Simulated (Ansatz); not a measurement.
**Ansatz (an electronic-structure program) run on Ir (Fm-3m, 1 atom in the cell): self-consistent single point**

Computed with PBE (plane waves, PAW; Ansatz).

The input file:

Ansatz 0.2 input:
```yaml
# Ir
crystal:
  lattice:
    - [0.000000, 1.910400, 1.910400]
    - [1.910400, 0.000000, 1.910400]
    - [1.910400, 1.910400, 0.000000]
  atoms:
    - { symbol: Ir, position: [0.000000, 0.000000, 0.000000] }
basis:
  ecutwfc: 420.0
kpoints:
  mp_grid:
    grid: [15, 15, 15]
hamiltonian:
  xc: pbe
  pseudopotentials:
    kind: paw
scf:
  occupations:
    method: gaussian
    width: 0.1
output:
  forces: true
  eigenvalues: true
  stress: true
```

Output (repeated stretches shortened):

```
WARN ansatz: RAYON_NUM_THREADS=1 ignored (pool sized by the plan → 1); use --threads N
Pseudopotentials: kind: paw
Pseudopotential: Ir, paw, valence charge 17
Crystal: 1 atoms, lattice volume = 13.944 Å³
Basis set: ecut = 420 eV, 283 PW (Γ), exchange–correlation on 40×40×40 points (8 copies of the dense FFT grid, shifted against one another)
Bands: 13, of which v1, the nominal top of the filled ones, is band 9 counted from 1 (8 counted from 0)
Symmetry: 48 space group operations
Space group: Fm-3m (ITA 225), of the structure as read, at distance tolerance 2.4e-5 Å
k-points: 120 of 3375
Initial density: superposition of atomic densities (neutral atoms: chi_scale 0, normalization atom), corrected by the library's trained network
Initial wavefunctions: pseudopotential atomic-orbital guess
Eigensolver: davidson
Functional: x = pbe(κ = 0.804, μ = 0.2195149727645171), c = pbe(β = 0.06672455060314922)
SCF iter   1: F=—  HF=-11935.292123 eV  |F-HF|=—  |Δ(HF+E_count)|=         —  Δρ=4.00e-3  dr2=3.19e-4  ethr=1.77e-3  ⟨swp⟩=5.0  Hψ=7875  notcnv=0
all-band conjugate gradients solve this SCF's bands
preconditioner: auto → none
SCF iter   2: F=—  HF=-11935.292753 eV  |F-HF|=—  |Δ(HF+E_count)|=   6.29e-4  Δρ=2.06e-3  dr2=8.21e-5  ethr=1.88e-6  ⟨swp⟩=2.3  Hψ=3208  notcnv=0
SCF iter   3: F=—  HF=-11935.293031 eV  |F-HF|=—  |Δ(HF+E_count)|=   2.78e-4  Δρ=3.82e-4  dr2=1.70e-5  ethr=4.83e-7  ⟨swp⟩=2.0  Hψ=2065  notcnv=0
SCF iter   4: F=—  HF=-11935.293027 eV  |F-HF|=—  |Δ(HF+E_count)|=   4.00e-6  Δρ=7.33e-5  dr2=4.96e-7  ethr=9.97e-8  ⟨swp⟩=2.3  Hψ=2125  notcnv=0
iter 5 did not close the SCF: its close was put off for the readings that it lacked (scf_convergence_deferred on its scf_iter line)
SCF iter   5: F=-11935.293027 eV  HF=-11935.293027 eV  |F-HF|=1.36e-8  |Δ(HF+E_count)|=   1.14e-7  Δρ=2.41e-5  dr2=3.97e-8  ethr=2.92e-9  ⟨swp⟩=2.4  Hψ=2016  notcnv=0
SCF iter   6: F=-11935.293027 eV  HF=-11935.293027 eV  |F-HF|=4.73e-11  |Δ(HF+E_count)|=   6.55e-9  Δρ=9.37e-7  dr2=5.88e-11  ethr=2.34e-10  ⟨swp⟩=3.2  Hψ=5429  notcnv=0
SCF 1 converged in 6 iterations: F = -11935.293027 eV  dr2 = 5.88e-11
SCF converged after 6 iterations
Free energy (F): -11935.293027 eV
Harris-Foulkes:  -11935.293027 eV  (|F-HF|=4.73e-11)
Internal energy: -11935.288002 eV  (E = F + TS)
E sigma→0 (E₀):  -11935.290514 eV
Entropy (-TS):   -0.005025 eV (-5.025 meV/atom)
Fermi energy:    26.359448 eV
--- Per-component energies (eV) ---
  E_band       = -75.566061
  E_kinetic    = 624.208638
  E_local      = -1046.959327  (includes V_loc(G=0)·N_el)
  E_nonlocal   = 72.635659
  E_hartree    = 403.681880
  E_xc         = -268.517708
  E_vxc        = -300.845873  (∫ρ·V_xc dr)
  E_paw        = -9223.492000  (= ΣΔE_a)
  E_vpaw       = -231.969235  (= ΣTr[D̂ρ^β])
  E_aug_tail   = 0.000053  (compensation charges beyond the density's cutoff)
  E_ewald      = -2496.845197
  E_smearing   = -0.005025  (= −TS)
  E_closure    = -0.000000  (closes the sum)
  Σ components = -11935.293027   (vs F -11935.293027, Δ=0.00e0)
--- Forces (eV/Å), atoms counted from 1 ---
  atom   1  Ir    -0.00000000     0.00000000     0.00000000
  max |Σ_I F_I| component: 1.64e-32 eV/Å
--- Stress (GPa, compression-positive) ---
       14.824621       0.000000       0.000000
        0.000000      14.824621      -0.000000
        0.000000       0.000000      14.824621
  P = ⅓ Tr σ = 14.8246 GPa (148.246 kbar)
  The stress holds the Pulay correction. Without it, at fixed plane waves, as pw.x and ABINIT print it: P = 14.7327 GPa
--- Band table (eV; the first three rows and the last of 120) ---
  k-point 0: bands = ["-66.6225", "-23.0909", "-23.0909", "-23.0909", "15.0189", "22.3200", "22.3200", "22.3200", "25.0766", "25.0766", "39.8556", "45.4496", "45.4496"]
  k-point 1: bands = ["-66.6194", "-23.1283", "-23.0960", "-23.0960", "15.2206", "22.2112", "22.4069", "22.4069", "25.0192", "25.0192", "40.2062", "44.5552", "45.7872"]
  k-point 2: bands = ["-66.6108", "-23.2335", "-23.1104", "-23.1104", "15.7937", "21.9539", "22.6172", "22.6172", "24.9166", "24.9166", "41.1199", "42.9021", "46.7609"]
  k-point 119: bands = ["-66.5287", "-23.6612", "-23.6236", "-23.3972", "19.8939", "20.9688", "21.6462", "24.4999", "27.7125", "33.9707", "35.2042", "36.2498", "39.9764"]
```

The run converged in 6 iterations.

The starting cell has typed, rounded lattice constants, without a prior relaxation at this level. Its lattice was rescaled by up to half a per cent. Spin-orbit coupling is off. Spin polarisation is off. With a pressure of about 15 GPa the cell is away from its equilibrium volume at this level. Ansatz's pressure includes its estimate of the finite-basis (Pulay) stress.
